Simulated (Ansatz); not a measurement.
We consider cubic perovskite CsCdCl3, described by PBE0 in Ansatz (plane waves, PAW).

Numerical settings: plane-wave cutoff 460 eV, 6×6×6 k mesh, Fermi–Dirac smearing 0.01 eV, scalar-relativistic PAW data made under PBE.

Response to compression and expansion:

```tsv
V (Å³/atom)	P (GPa)	direct gap at Γ (eV)	smallest gap on the k mesh (eV)
27.944	1.93	4.619	3.921
28.679	0.90	4.495	3.866
29.590	-0.18	4.348	3.796
30.150	-0.75	4.260	3.752
30.886	-1.41	4.149	3.695
```

The fundamental gap (3.81 eV at the equilibrium volume, on the SCF mesh) lies elsewhere than Γ–Γ.

Spin–orbit coupling is not included.

Ansatz is a first-principles code.
